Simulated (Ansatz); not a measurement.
Response to strain in Pt

Start from Pt in the fcc (Cu type) structure (space group Fm-3m, No. 225; a = 3.920 Å; relaxed with 0.1 eV smearing). Axes: x, y, z lie along the cube axes.

Strains are applied to the cell and any free atomic positions relax; under biaxial strain the out-of-plane vector relaxes too.

All numbers come from PBEsol (Ansatz, an electronic-structure program, PAW, scalar-relativistic without spin-orbit coupling).

Candidates:
(a) biaxial strain −0.83 %, plane normal [111], relaxed out of plane
(b) biaxial strain −1.67 %, plane normal [111], relaxed out of plane
(c) biaxial strain −2.08 %, plane normal [111], relaxed out of plane
(d) biaxial strain +2.50 %, plane normal [111], relaxed out of plane
(e) biaxial strain +0.42 %, plane normal [111], relaxed out of plane

Notes on the quantities. energy relative to the base: free energy F.

Task: Order them by energy relative to the base, lowest first.

Result: (e) biaxial strain +0.42 %, plane normal [111], relaxed out of plane (+0.6 meV/atom), (a) biaxial strain −0.83 %, plane normal [111], relaxed out of plane (+2.5 meV/atom), (b) biaxial strain −1.67 %, plane normal [111], relaxed out of plane (+11 meV/atom), (c) biaxial strain −2.08 %, plane normal [111], relaxed out of plane (+17 meV/atom), (d) biaxial strain +2.50 %, plane normal [111], relaxed out of plane (+20 meV/atom)

Stability against distortions was not tested. All final runs are without spin polarisation. Pt lies near a magnetic instability that expansion can trigger; it was not tested.
